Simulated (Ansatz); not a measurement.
Defect: interstitial Li in polar orthorhombic HfO2, charge state +1. The step: one Li atom jumps by itself; the atom moves 2.93 Å along (-0.27, 0.00, 0.50) of the unit cell; the moving atom starts with neighbours O at 1.77, O at 1.93, O at 1.94, O at 2.01, O at 2.12 Å and ends with O at 1.77, O at 1.93, O at 1.94, O at 2.01, O at 2.12 Å. DFT values are from Ansatz (plane-wave PAW, 420 eV unless said) in a cell of 96 host sites, spin-restricted, static, with no finite-size correction. The host's phase is taken as given; its stability against other phases was not computed. The charge state is imposed; whether it is stable for some Fermi level was not computed. Sites that were not tried may lie lower. For the PBE band: the program found a first-order saddle point.

| Level | Forward barrier (eV) | Cost of the band or of the saddle's single point |
|---|---|---|
| CHGNet universal potential (has no charge state), its own band | 1.07 | - |
| PBE, the Γ point alone, band relaxed | 1.09 | about 2.4 core-hours (a rough figure) |
| PBE, a 2×2×2 k-point mesh shifted by half a step, same geometries | 1.09 | around 13 core-minutes (rough) |
| r2SCAN at 500 eV, the Γ point alone, same geometries | 1.13 | roughly 3 core-minutes |

Ansatz is an electronic-structure program.
